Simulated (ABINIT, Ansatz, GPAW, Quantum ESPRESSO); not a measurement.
**Code comparison for La₂Mg (C2/c, 6 atoms in the cell)**

Self-consistent single point.

```xyz
6
Lattice="5.3391 -3.1270 0.0000 5.3391 3.1270 0.0000 -3.5262 0.0000 5.6543" Properties=species:S:1:pos:R:3 pbc="T T T"
La     4.5248    -0.5522     4.2180
La     2.6272     0.5522     1.4363
La     0.8641    -0.5522     4.2635
La     6.2879     0.5522     1.3908
Mg     4.4576    -2.6416     1.4136
Mg     2.6945     2.6416     4.2407
```

All programs got the same cell, k-point mesh and kind of occupations (in Ansatz's words: kpoints.mp_grid.grid = 4 4 3; scf.occupations.method = gaussian; scf.occupations.width = 0.2 eV); potentials, basis and cutoffs are each program's usual ones.

```csv
code,model,pressure (GPa),largest force (eV/Å),cutoff
GPAW,"LDA (Perdew-Wang 92), GPAW PAW datasets LDA (gpaw-data 1.0.1)",-2.04,0.052,800 eV
Quantum ESPRESSO,"LDA (PZ), GBRV 1.5 ultrasoft (LDA) pseudopotentials",-1.98,0.050,40 Ry
ABINIT,"LDA (PW92), PAW (JTH v2.0 LDA PAW)",-2.01,0.053,26 Ha
Ansatz,"LDA (PW92), PAW files made with PBE",-2.13,0.055,420 eV
```

Size of the force on each atom (eV/Å): Sizes of forces hide their directions.

```tsv
code	La1	La2	La3	La4	Mg5	Mg6
GPAW	0.052	0.052	0.052	0.052	0.043	0.043
Quantum ESPRESSO	0.050	0.050	0.050	0.050	0.042	0.042
ABINIT	0.053	0.053	0.053	0.053	0.039	0.039
Ansatz	0.055	0.055	0.055	0.055	0.043	0.043
```

The spread over the programs that give each value: pressure within 0.15 GPa; largest force within 0.005 eV/Å.

The starting cell comes from a database of computed structures (which also holds hypothetical and non-ambient phases and stackings), without a prior relaxation at this level. Its lattice was rescaled by a random factor within 2.5 % of one.

Question: Why do the programs differ, and what cannot be compared?

Answer: Differences of this kind can come from the potentials, where these differ, and from what each basis and cutoff leave unconverged. The zero of total energies and Fermi levels follows the potentials and each program's conventions, so they are not compared here. Ansatz's pressure is given at a fixed set of plane waves, as the other plane-wave codes print theirs. The same LDA comes in different parametrisations, which differ slightly.

Left out of this page: Elk and FLEUR (not drawn, or without a comparable value).

Ansatz is a quantum-chemistry and plane-wave program.

Keys are those of Ansatz 0.2.
